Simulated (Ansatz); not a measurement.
fcc Al (0 0 1) on silicon (0 0 1) (film strained to the substrate, faces as cut)

A periodic stack without vacuum, fcc Al (0 0 1) on silicon (0 0 1) (film strained to the substrate, faces as cut): substrate slab Si12, film Al12, surface cells [[1, 0], [1, 1]] and [[0, -1], [2, 1]], film strained by -4.3 and -4.3 %, faces Si/Si and Al/Al as cut (like faces can put a slab off its formula).

The start was prepared with a machine-learned potential, and the result is one local minimum, with the in-plane cell held and forces under 0.04 eV/Å; the film can end far from its bulk form.

These are PBE (plane waves to 420 eV, PAW; Ansatz, an electronic-structure program) values and carry that method's errors. Spin–orbit coupling is left out; the runs are not spin-polarised; PBE gaps are too small against experiment. Its k-point mesh 8×8×1, Fermi–Dirac width 0.05 eV.

* **interface area**: 15.0 Å²
* **period**: 29.34 Å
* **gaps between the outermost planes at the two interfaces**: 1.69 and 1.69 Å
* **Al–Si contacts across the interfaces within 1.22 times the sum of covalent radii**: 8, mean 2.65 Å
* **hole barrier (PBE)**: 0.27 eV
* **electron barrier (PBE)**: 0.34 eV

```
AlSi
1.0
    3.86774     0.00000     0.03321
    0.00001     3.86787    -0.00102
    1.54728     1.92605    29.35383
Si Al
12 12
Direct
  0.00199   0.08100   0.08007
  0.52475   0.10518   0.03110
  0.45765   0.53510   0.17329
  0.97928   0.55761   0.12675
  0.91431   0.98900   0.26626
  0.43590   0.01191   0.21979
  0.37114   0.44284   0.35921
  0.89272   0.46595   0.31274
  0.82777   0.89661   0.45225
  0.34939   0.92005   0.40571
  0.28226   0.34885   0.54790
  0.80504   0.37376   0.49893
  0.20907   0.28852   0.68246
  0.70956   0.78948   0.68075
  0.74437   0.31804   0.61326
  0.24775   0.82042   0.60541
  0.13532   0.21874   0.82459
  0.63502   0.71819   0.82598
  0.67164   0.25410   0.75442
  0.17194   0.75516   0.75302
  0.06250   0.14025   0.96574
  0.55913   0.63435   0.97360
  0.59801   0.18102   0.89654
  0.09749   0.67988   0.89824
```
